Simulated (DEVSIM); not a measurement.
Device: Schottky contact on n-type InP, at 300 K.

Layer 1 from the left is InP, thickness (μm) 7.10, Nd (cm⁻³) 5.1e14, τn (s) 4.7e-10, τp (s) 4.7e-10.

Left contact: Schottky, work function 5.22 eV, emission velocity 6.3e6 cm/s. Right contact: ohmic. Voltage is applied to the left contact. Recombination: SRH at mid-gap, radiative, Auger. Mobility is constant in doping.

This is a model device: material constants are rounded textbook-type values typed into the input, and sizes, dopings and lifetimes were drawn at random. Values at 300 K.

InP: gap (eV) 1.344, affinity (eV) 4.38, permittivity 12.5, Nc (cm⁻³) 5.7e17, Nv (cm⁻³) 1.1e19, μn (cm²/Vs) 5200, μp (cm²/Vs) 170, B (cm³/s) 1.2e-10, Cn (cm⁶/s) 9e-31, Cp (cm⁶/s) 9e-31.

Problem. Estimate by hand the built-in potential, the peak field at zero bias, the capacitance at -1.5 V, and compare with a numerical solution.

Solution. 
- Built-in potential: barrier φB = 0.840 eV; Vbi = φB − kT/q ln(N_band/N) = 0.659 V; numerical 0.659 V.
- Peak field at zero bias: depletion approximation: W = √(2εVbi/(qN)) = 1.34 μm with N = 5.10e14 cm⁻³; field = 2Vbi/W = 9860 V/cm; numerical 9660 V/cm (estimate above by 2.1 %).
- Capacitance at -1.5 V: C = √(qεN / 2(Vbi + |V|)) = 4.58 nF/cm²; numerical 4.60 nF/cm² (estimate below by 0.60 %).

Model (solved in DEVSIM): 1D drift-diffusion, Boltzmann statistics, complete ionisation; no tunnelling, impact ionisation, image-force lowering or self-heating. Metal contacts follow the ideal Schottky-Mott rule: no Fermi-level pinning, no interface dipoles.
